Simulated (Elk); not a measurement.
Worked example: self-consistent single point of CaY (P4/mmm, 2 atoms in the cell) in Elk.

Level of theory: PBE, all-electron FP-LAPW, Elk's shipped species files, LAPW+lo basis in Elk 10.2.4.

```
CaY
1.0
    3.62924     0.00000     0.00000
    0.00000     3.62924     0.00000
    0.00000     0.00000     4.75689
Ca Y
1 1
Direct
  0.50000   0.50000   0.50000
  0.00000   0.00000   0.00000
```

Reference input (self-consistent single point, DFT, PBE, all-electron FP-LAPW, Elk's shipped species files, LAPW+lo basis): xctype = 20; rgkmax = 7.5; stype = 0; swidth = 0.00367493 Ha; ngridk = 7 7 5; gmaxvr = 16 1/bohr; nxoapwlo = 1; maxscl = 100. This run's input differs from it in these lines:

```diff
@@ -39,3 +39,3 @@
 ngridk
-  7 7 5
+  7 7 6
```

Log, with long lists cut:

```
│ Self-consistent loop started │
│ Loop number : 1 │
 total energy                :     -4068.65885877
│ Loop number : 2 │
 total energy                :     -4068.66623265
RMS change in Kohn-Sham potential (target) :   0.2698345903     (  0.1000000000E-05)
Absolute change in total energy (target)   :   0.7373880720E-02 (  0.1000000000E-03)
│ Loop number : 3 │
 total energy                :     -4068.42165128
RMS change in Kohn-Sham potential (target) :   0.2480207334     (  0.1000000000E-05)
Absolute change in total energy (target)   :   0.2427379017     (  0.1000000000E-03)
│ Loop number : 4 │
   [... lines left out ...]
Absolute change in total energy (target)   :   0.4981864381E-03 (  0.1000000000E-03)
│ Loop number : 13 │
 total energy                :     -4066.19841432
RMS change in Kohn-Sham potential (target) :   0.4794143537E-06 (  0.1000000000E-05)
Absolute change in total energy (target)   :   0.1341632528E-03 (  0.1000000000E-03)
│ Loop number : 14 │
 total energy                :     -4066.19840611
RMS change in Kohn-Sham potential (target) :   0.1762567093E-06 (  0.1000000000E-05)
Absolute change in total energy (target)   :   0.4175361846E-04 (  0.1000000000E-03)
Convergence targets achieved

│ Loop number : 15 │

Energies :
 Fermi                       :     0.215299299630
 total energy                :     -4066.19840275

Density of states at Fermi energy :    94.14841615
 (states/Hartree/unit cell)

Estimated indirect band gap :   0.1169758938E-02
 from k-point      6 to k-point     39
Estimated direct band gap   :   0.8966004218E-02
 at k-point     40

Charges :
 core                        :    38.00000000
 valence                     :    21.00000000
 interstitial                :    3.955256603
 muffin-tins (core leakage)
  species :    1 (Ca)
   atom    1                 :    18.23608946     (  0.1966123264E-07)
  species :    2 (Y)
   atom    1                 :    36.80865394     (  0.9010907089E-05)
 total in muffin-tins        :    55.04474340
 total calculated charge     :    59.01029469
 total charge                :    59.00000000
 error                       :   0.1029468670E-01

│ Self-consistent loop stopped │
```

The run converged in 15 iterations. The count includes the last loop, which Elk runs after its targets are met. Against the reference run the total energy rises by 1.3 meV/atom.

The starting cell was generated: these elements placed on a structure prototype, without a prior relaxation; it need not be a known phase or ordering of this composition. Values depend on the basis (sphere radii, cutoffs, local orbitals), which need not be converged. The log's line on a gap gives a spacing of levels on this mesh, which the program prints for metals too.
